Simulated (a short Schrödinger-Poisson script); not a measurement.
Structure: symmetric double-gate stack, Al2O3 on p-type Si(110), at 300 K.

| layer | material | thickness (nm) | Na (cm⁻³) |
|---|---|---|---|
| 1 | Al2O3 | 3.1 | - |
| 2 | Si | 8 | 1e18 |
| 3 | Al2O3 | 3.1 | - |

The device is made up for the run: typed textbook-type constants, with dimensions and the other settings drawn at random. Al2O3: permittivity 9, conduction-band edge (eV) 2.7, gap (eV) 6.8, electron mass (mₑ) 0.3. Si: permittivity 11.7, conduction-band edge (eV) 0, gap (eV) 1.124, Nv at 300 K (cm⁻³) 3.1e19.

Channel valleys (confinement mass, in-plane density-of-states mass, number): Δ4 0.315, 0.324, 4; Δ2 0.19, 0.417, 2. At the gates, both at one voltage, the conduction-band edge of layer 1 lies 2.73 eV − eVg above the Fermi level of the channel. Gaps are held at their typed values at every temperature. Mesh 0.03 nm at interfaces.

Solved with a short Schrödinger-Poisson script written for these runs: 1D Poisson equation in equilibrium, electrons quantum, Hartree (BenDaniel-Duke, 12 states a valley, the channel's in-plane mass for all, wave functions ending at the dielectric), parabolic valleys, classical holes, full ionisation, no traps, pinning or gate leakage.

The same stack at other levels of the model or other numerical settings:

```tsv
run	sheet density of all electrons at Vg = 0.75 V (cm⁻²)	sheet density of all electrons at Vg = 0.15 V (cm⁻²)	capacitance of both gates at Vg = 0.75 V (μF/cm²)	gate voltage at 1e11 electrons/cm² (V)	rough cost against the base
base	1.50e13	2.52e12	3.65	-0.05	about 1
electrons treated as classical, Boltzmann	2.02e13	3.56e12	4.75	-0.07	0.05
electrons treated as classical, Fermi-Dirac	1.92e13	3.51e12	4.42	-0.07	0.1
mesh six times as coarse	1.50e13	2.52e12	3.65	-0.05	0.4
one subband a valley	1.46e13	2.44e12	3.57	-0.05	0.4
```

The classical rows ignore confinement, and Boltzmann statistics overrate the density once the band edge passes the Fermi level.
